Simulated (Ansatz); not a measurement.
Results of PBEsol (plane waves, PAW; Ansatz, a program for electronic structure) for MgZnO2 (R-3m, No. 166, 4 atoms in the cell; start mp-1221939).

Run with plane-wave cutoff 520 eV, 14×14×14 k mesh, Fermi–Dirac smearing 0.01 eV, scalar-relativistic PAW data made under PBE.

Cell (relaxed with PBEsol):

```cif
data_MgO2Zn
_chemical_formula_sum 'Mg1 Zn1 O2'
_space_group_name_H-M_alt 'P 1'
_space_group_IT_number 1
_cell_length_a 5.16933
_cell_length_b 5.16933
_cell_length_c 5.16933
_cell_angle_alpha 33.802
_cell_angle_beta 33.802
_cell_angle_gamma 33.802
loop_
_space_group_symop_operation_xyz
  'x, y, z'
loop_
_atom_site_label
_atom_site_type_symbol
_atom_site_fract_x
_atom_site_fract_y
_atom_site_fract_z
_atom_site_occupancy
Mg1 Mg 0.00000 0.00000 0.00000 1
Zn1 Zn 0.50000 0.50000 0.50000 1
O1 O 0.25206 0.25206 0.25206 1
O2 O 0.74794 0.74794 0.74794 1
```

Q: Estimate the band gap and smallest direct gap on the k points sampled that the calculation returns.

A: 
- band gap = 2.58 eV (indirect)
- smallest direct gap on the k points sampled = 2.91 eV

Static lattice: no zero-point or thermal effects.

It cost around 23 core-seconds (rough) of CPU time.

A start named mp-… is a Materials Project structure, which need not be a measured phase.
